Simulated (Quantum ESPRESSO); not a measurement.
Worked example: self-consistent single point of CdSi7N10 (Pc, 36 atoms in the cell) in Quantum ESPRESSO.

Computed with PBEsol-D3(0), GBRV 1.5 ultrasoft (PBESOL) pseudopotentials (plane waves; Quantum ESPRESSO 7.5).

```yaml
crystal:
  lattice:
    - [6.81847, 0.00000, 0.00000]
    - [0.00000, 6.85300, 0.00000]
    - [-2.47386, 0.00000, 9.40231]
  atoms:
    - { symbol: Cd, position: [0.99492, 0.97118, 0.70361] }
    - { symbol: Cd, position: [0.99492, 0.02882, 0.20361] }
    - { symbol: Si, position: [0.54428, 0.98053, 0.82587] }
    - { symbol: Si, position: [0.54428, 0.01947, 0.32587] }
    - { symbol: Si, position: [0.35523, 0.02308, 0.02088] }
    - { symbol: Si, position: [0.35523, 0.97692, 0.52088] }
    - { symbol: Si, position: [0.10550, 0.39972, 0.07201] }
    - { symbol: Si, position: [0.10550, 0.60028, 0.57201] }
    - { symbol: Si, position: [0.66065, 0.36634, 0.99082] }
    - { symbol: Si, position: [0.66065, 0.63366, 0.49082] }
    - { symbol: Si, position: [0.84545, 0.61608, 0.80428] }
    - { symbol: Si, position: [0.84545, 0.38392, 0.30428] }
    - { symbol: Si, position: [0.29620, 0.61701, 0.88146] }
    - { symbol: Si, position: [0.29620, 0.38299, 0.38146] }
    - { symbol: Si, position: [0.48130, 0.36982, 0.68534] }
    - { symbol: Si, position: [0.48130, 0.63018, 0.18534] }
    - { symbol: N, position: [0.74920, 0.84661, 0.81266] }
    - { symbol: N, position: [0.74920, 0.15339, 0.31266] }
    - { symbol: N, position: [0.55915, 0.13654, 0.97155] }
    - { symbol: N, position: [0.55915, 0.86346, 0.47155] }
    - { symbol: N, position: [0.32371, 0.86862, 0.86824] }
    - { symbol: N, position: [0.32371, 0.13138, 0.36824] }
    - { symbol: N, position: [0.15269, 0.15861, 0.03644] }
    - { symbol: N, position: [0.15269, 0.84139, 0.53644] }
    - { symbol: N, position: [0.28498, 0.50560, 0.72081] }
    - { symbol: N, position: [0.28498, 0.49440, 0.22081] }
    - { symbol: N, position: [0.44652, 0.11973, 0.67252] }
    - { symbol: N, position: [0.44652, 0.88027, 0.17252] }
    - { symbol: N, position: [0.88023, 0.39471, 0.12786] }
    - { symbol: N, position: [0.88023, 0.60529, 0.62786] }
    - { symbol: N, position: [0.07443, 0.56914, 0.93125] }
    - { symbol: N, position: [0.07443, 0.43086, 0.43125] }
    - { symbol: N, position: [0.69507, 0.41907, 0.82260] }
    - { symbol: N, position: [0.69507, 0.58093, 0.32260] }
    - { symbol: N, position: [0.49278, 0.53887, 0.02111] }
    - { symbol: N, position: [0.49278, 0.46113, 0.52111] }
```

Reference input (self-consistent single point, DFT, PBEsol, plane waves, GBRV 1.5 ultrasoft (PBESOL) pseudopotentials): ecutwfc = 40 Ry; ecutrho = 200 Ry; occupations = fixed; potentials = {Cd: cd_pbesol_v1.uspp.F.UPF, Si: si_pbesol_v1.uspp.F.UPF, N: n_pbesol_v1.2.uspp.F.UPF}; K_POINTS = automatic 3 2 2 0 0 0; nbnd = 96; conv_thr = 1e-10 Ry. This run's input differs from it in these lines:

```diff
@@ -17,2 +17,5 @@
   nbnd = 96
+  vdw_corr = 'grimme-d3'
+  dftd3_version = 3
+  dftd3_threebody = .false.
 /
```

The program printed (abridged):

```
     Self-consistent Calculation

     iteration #  1     ecut=    40.00 Ry     beta= 0.70

---- Real-time Memory Report at c_bands before calling an iterative solver
           538 MiB given to the printing process from OS
           334 MiB allocation reported by mallinfo(arena+hblkhd)
------------------

     negative rho (up, down):  4.165E-02 0.000E+00

     total energy              =    -763.50012489 Ry
     estimated scf accuracy    <       9.58106179 Ry

     iteration #  2     ecut=    40.00 Ry     beta= 0.70

---- Real-time Memory Report at c_bands before calling an iterative solver
   [... lines left out ...]
           843 MiB given to the printing process from OS
           447 MiB allocation reported by mallinfo(arena+hblkhd)
------------------

     negative rho (up, down):  4.204E-02 0.000E+00

     total energy              =    -767.52221324 Ry
     estimated scf accuracy    <          4.4E-10 Ry

     iteration # 15     ecut=    40.00 Ry     beta= 0.70

---- Real-time Memory Report at c_bands before calling an iterative solver
           843 MiB given to the printing process from OS
           447 MiB allocation reported by mallinfo(arena+hblkhd)
------------------

     negative rho (up, down):  4.204E-02 0.000E+00
     End of self-consistent calculation

     highest occupied, lowest unoccupied level (ev):     6.6742    8.3098

!    total energy              =    -767.52221324 Ry
     estimated scf accuracy    <          2.6E-11 Ry

     DFT-D3 Dispersion         =      -0.30703609 Ry

     convergence has been achieved in  15 iterations

     negative rho (up, down):  4.204E-02 0.000E+00

     Forces acting on atoms (cartesian axes, Ry/au):

     atom    1 type  1   force =     0.00023937   -0.00833685   -0.00021188
     atom    2 type  1   force =     0.00023937    0.00833685   -0.00021188
     atom    3 type  2   force =    -0.00213605    0.00108706    0.00047115
     atom    4 type  2   force =    -0.00213605   -0.00108706    0.00047115
     atom    5 type  2   force =     0.00278936   -0.00083821    0.00045489
   [... lines left out ...]
     Total force =     0.018265     Total SCF correction =     0.000009
   [... lines left out ...]

     DFT-D3 dispersion Force =     0.009139

     negative rho (up, down):  4.204E-02 0.000E+00
          total   stress  (Ry/bohr**3)                   (kbar)     P=      -47.45
  -0.00032743   0.00000000   0.00000741          -48.17        0.00        1.09
   0.00000000  -0.00031073   0.00000000            0.00      -45.71        0.00
   0.00000741   0.00000000  -0.00032943            1.09        0.00      -48.46

   JOB DONE.
```

The run converged in 15 iterations. Against the reference run the pressure goes from -3.23 to -4.74 GPa, the largest force goes from 0.345 to 0.215 eV/Å and the gap on the mesh stays at 1.636 eV.

The starting cell comes from a database of computed structures (which also holds hypothetical and non-ambient phases and stackings), without a prior relaxation at this level. Its lattice was rescaled by a random factor within 2.5 % of one. With a pressure of about -5 GPa the cell is away from its equilibrium volume at this level.

Cost on one core of a shared machine: roughly 10 min.
